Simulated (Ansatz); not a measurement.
An Ansatz (a first-principles code) run: MoP with a change (biaxial strain +4.94 %, plane normal [001], relaxed out of plane); PBE (Ansatz; PAW; 420 eV plane waves; no spin-orbit coupling).

Input:

Ansatz 0.2 input:
```yaml
crystal:
  lattice:
    - [3.4023718827, 0, 0]
    - [1.7011859413, 2.9465404835, 0]
    - [0, 0, 3.1152794517]
  atoms:
    - { symbol: Mo, position: [0, 0, 0] }
    - { symbol: P, position: [0.6666666667, 0.6666666667, 0.5] }
basis: { ecutwfc: 420, ecutrho_ratio: 4, xc_grid: 2, fft_grid_basis: typed }
kpoints: { mp_grid: { grid: [20, 20, 18] } }
hamiltonian:
  xc: pbe
  dispersion: none
  pseudopotentials: { kind: paw }
scf: { occupations: { method: fermi_dirac, width: 0.1 } }
relax: { f_tol: 0.005, max_steps: 50, cell: { stress_tol: 0.01, fix: [a, b, gamma] } }
output: { forces: true, stress: true }
checkpoint: { write: state.ck, write_every: 1000 }
```

Output (explanatory and most iteration lines left out):

```
Relaxation: its limit of steps is 50 (relax.max_steps)
Pseudopotential: Mo, paw, valence charge 14
Pseudopotential: P, paw, valence charge 5
Crystal: 2 atoms, lattice volume = 31.231 Å³
Basis set: ecut = 420 eV, 611 PW (Γ), exchange–correlation on 48×48×48 points (8 copies of the dense FFT grid, shifted against one another)
Bands: 14, of which v1, the nominal top of the filled ones, is band 10 counted from 1 (9 counted from 0)
Symmetry: 12 space group operations
Space group: P-6m2 (ITA 187), of the structure as read, at distance tolerance 3.1e-5 Å
k-points: 440 of 7200 (time reversal used)
Functional: x = pbe(κ = 0.804, μ = 0.2195149727645171), c = pbe(β = 0.06672455060314922)
SCF iter   1: F=—  HF=-5712.936634 eV  |F-HF|=—  |Δ(HF+E_count)|=         —  Δρ=7.15e-3  dr2=7.89e-3  ethr=1.77e-3  ⟨swp⟩=5.5  Hψ=36456  notcnv=0
SCF iter   2: F=—  HF=-5712.937061 eV  |F-HF|=—  |Δ(HF+E_count)|=   4.27e-4  Δρ=3.99e-3  dr2=2.67e-3  ethr=4.15e-5  ⟨swp⟩=1.1  Hψ=9719  notcnv=0
SCF 1 converged in 6 iterations: F = -5712.937585 eV  dr2 = 2.39e-10
relax step   1: F+E_penalty+E_count = -5712.93758502 eV  Δ(F+E_penalty+E_count) = +0.000e0 eV  max|allowed force component| = 3.701e-17 eV/Å  Δτ_max = 0.0000 Å  P = -10.850 GPa  Ω = 31.231 Å³  fix = [a, b, gamma]  reactions: a -15.182, b -15.182 GPa  (6 SCF iters, dr2 threshold 1.00e-7 eV, accepted)
[... steps on the carried basis left out ...]
relax step   4: F+E_penalty+E_count = -5712.93878631 eV  Δ(F+E_penalty+E_count) = -2.832e-7 eV  max|allowed force component| = 6.245e-17 eV/Å  Δτ_max = 0.0000 Å  P = -9.689 GPa  Ω = 31.061 Å³  energy of the carried Pulay correction = +3.728e-5 eV  fix = [a, b, gamma]  reactions: a -14.533, b -14.533 GPa  (7 SCF iters, dr2 threshold 4.93e-10 eV, accepted)
Crystal: 2 atoms, lattice volume = 31.061 Å³
SCF iter   1: F=—  HF=-5712.938747 eV  |F-HF|=—  |Δ(HF+E_count)|=         —  Δρ=1.24e-5  dr2=6.56e-9  ethr=2.03e-8  ⟨swp⟩=3.2  Hψ=55513  notcnv=0
SCF iter   2: F=—  HF=-5712.938749 eV  |F-HF|=—  |Δ(HF+E_count)|=   1.88e-6  Δρ=5.90e-6  dr2=1.33e-9  ethr=3.45e-11  ⟨swp⟩=2.6  Hψ=10393  notcnv=0
SCF 5 converged in 9 iterations: F = -5712.938749 eV  dr2 = 3.00e-20
SCF converged after 9 iterations
Free energy (F): -5712.938749 eV
Internal energy: -5712.900953 eV  (E = F + TS)
E sigma→0 (E₀):  -5712.919851 eV
Entropy (-TS):   -0.037796 eV (-18.898 meV/atom)
Fermi energy:    15.644118 eV
--- Forces (eV/Å), atoms counted from 1 ---
  atom   1  Mo    -0.00000000     0.00000000     0.00000000
  atom   2  P     -0.00000000     0.00000000     0.00000000
--- Stress (GPa, compression-positive) ---
      -14.533048       0.000000       0.000000
        0.000000     -14.533048       0.000000
        0.000000       0.000000      -0.001233
  P = ⅓ Tr σ = -9.6891 GPa (-96.891 kbar)
--- Relaxed structure (4 steps of the walk, 4 accepted, 1 SCFs on fresh bases) ---
  cell:  # Å, volume = 31.0614 Å³
    - [3.4023718826768548, 2.8867587417247235e-11, -2.9068496115449615e-30]
    - [1.7011859413134276, 2.946540483534478, -2.967162456912828e-19]
    - [1.0319829898224402e-34, -3.137082379668605e-19, 3.098325656056673]
  atoms:
    - { symbol: Mo, position: [-1.850371707924006e-17, -1.850371707924006e-17, -1.2819796037815449e-35] }
    - { symbol: P, position: [0.6666666666666666, 0.6666666666666666, 0.5] }
```

Stability against distortions was not tested. The final runs are not spin-polarised. The cell was made from MoP (space group P-6m2, No. 187) by this change: biaxial strain +4.94 %, plane normal [001], relaxed out of plane.
